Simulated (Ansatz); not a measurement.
Data:

```
PtTe2
1.0
    3.90878     0.00000     0.00000
   -1.95439     3.38511     0.00000
    0.00000     0.00000     4.83600
Te Pt
2 1
Direct
  0.33333   0.66667   0.28002
  0.66667   0.33333   0.71998
  0.00000   0.00000   0.00000
```

No spin polarisation.

Calculations: PBEsol-D3(BJ)/PAW in Ansatz (a program for electronic structure), no spin-orbit coupling. Settings: 17×17×12 k-points, 0.1 eV Fermi–Dirac smearing.

What is the computed band gap?

Zero.

Predict the space group.

P-3m1 (No. 164).

What is the computed pressure (mean of the normal stresses, compression positive)?

8.8 GPa.

The cells carry an imposed strain or load. Whether these cells are dynamically stable was not tested. The final runs are not spin-polarised. The cell was made from PtTe2 (space group P-3m1, No. 164; layered) by this change: isotropic strain −2.50 %.
